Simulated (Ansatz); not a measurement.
The parent structure is TiO$_{2}$ in the rutile structure (space group P4_2/mnm, No. 136; a = 4.591 Å, c = 2.939 Å).

The change: a negative pressure, −2 GPa.

Levels (all Ansatz, a quantum-chemistry and plane-wave program, PAW): PBEsol (420 eV, spin-orbit coupling left out); r2SCAN (500 eV, spin-orbit coupling left out).

The geometry is relaxed with PBEsol.

| Quantity | Value |
|---|---|
| PBEsol pressure | -20.0 kbar |
| PBEsol lowest conduction level above the VBM at special points | Γ 1.87 eV; M 1.90 eV; R 1.90 eV; X 2.54 eV |
| PBEsol width of the top valence band | 1.63 eV |

### Question
Predict the pressure, lowest conduction level above the VBM at special points and width of the top valence band from r2SCAN.

### Answer
The pressure rises by 18.8 kbar, from -20.0 kbar to -1.2 kbar; the lowest conduction level above the VBM at special points changes from Γ 1.87 eV; M 1.90 eV; R 1.90 eV; X 2.54 eV to Γ 2.23 eV; M 2.27 eV; R 2.28 eV; X 2.91 eV; the width of the top valence band hardly moves (1.63 eV against 1.65 eV).

Single points use the geometry relaxed with PBEsol. Their cutoffs differ, which shifts pressures a little. The levels and masses belong to the bands next to the band gap. Load acts through the strain it causes; cell and atoms are relaxed under it. Stability against distortions was not tested. All final runs are without spin polarisation.
